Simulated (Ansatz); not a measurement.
## Evanescent states of CsI (Pm-3m, CsCl type, 2 atoms a cell, 50.8 Å³ an atom) along the normal of (111)

Calculation: r2SCAN (plane waves, PAW; Ansatz, an electronic-structure program).

The gap is the functional's own. No spin-orbit coupling. Mid-gap values are interpolated on the energy grid.

Energies count from the valence-band top; κ is the least over a 6×6 mesh across the current.

```csv
E (eV),κ (1/Å),where
0.10,0.160,Γ
0.32,0.213,Γ
0.53,0.246,Γ
0.73,0.268,Γ
0.94,0.283,Γ
1.16,0.294,Γ
1.36,0.301,Γ
1.57,0.305,Γ
1.78,0.307,Γ
2.00,0.306,Γ
2.21,0.303,Γ
2.42,0.299,Γ
2.62,0.292,Γ
2.83,0.282,Γ
3.04,0.271,Γ
3.25,0.256,Γ
3.46,0.238,Γ
3.67,0.215,Γ
3.88,0.186,Γ
4.09,0.146,Γ
4.30,0.080,Γ
```

### Question
How thick must the barrier be to attenuate the transmission by 10^8 when the electrodes' Fermi level lies at 3.88 eV, and what attenuation does that film give at 3.67 eV?

### Answer
d = 8 ln 10 / (2 × 0.186) = 49.5 Å. At 3.67 eV it gives 8 × 0.215/0.186 = 9.2 decades.
